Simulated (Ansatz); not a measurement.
# Migration barriers: O vacancy in bixbyite In2O3, neutral cell

Defect: O vacancy in bixbyite In2O3, neutral cell. The numbers are results of PBE, PAW (plane waves to 420 eV; Ansatz, a program for electronic structure), not measurements.

80-site cell at the relaxed PBE lattice, one k-point at (0.250, 0.250, 0.250), smearing 0.01 eV, spin-restricted, no finite-size correction. Static, classical nuclei. The charge state is imposed; whether it is stable for some Fermi level was not computed. Forms of the defect that were not tried may lie lower.

Barriers: single points on a 2×2×2 k-point mesh shifted by half a step at the bands' geometries.

```csv
Route,Start site over the lowest site run (eV),Hop (Å),Forward barrier (eV),Backward barrier (eV),Neighbours at the start,Neighbours at the saddle,Saddle order,"Forward, on the band's own sampling (eV)"
a nearby O atom hops onto the vacant site,0.00,2.79,0.63,0.63,"In at 2.11, In at 2.23, In at 2.26, In at 2.36 Å","In at 2.05, In at 2.36, In at 2.41; O at 2.65 Å",not checked,0.61
a nearby O atom hops onto the vacant site,0.00,2.53,0.94,0.94,"In at 2.18, In at 2.19, In at 2.23, In at 2.30; O at 2.83 Å","In at 2.03, In at 2.05 Å",not checked,0.93
a nearby O atom hops onto the vacant site,0.00,2.65,1.22,1.22,"2 In at 2.18, In at 2.23, In at 2.30 Å","In at 2.01, In at 2.04, In at 2.58 Å",not checked,1.22
a nearby O atom hops onto the vacant site,0.00,3.36,1.41,1.41,"In at 2.17, In at 2.20, In at 2.23, In at 2.26 Å","In at 2.04, In at 2.19, In at 2.57; O at 2.49 Å",not checked,1.43
```

Paths come from CI-NEB runs. Of the routes that converged and passed our checks, the lowest saddle point lies 0.63 eV above the lowest of the sites run (a nearby O atom hops onto the vacant site); other sites, such as split forms, and other routes may lie lower.
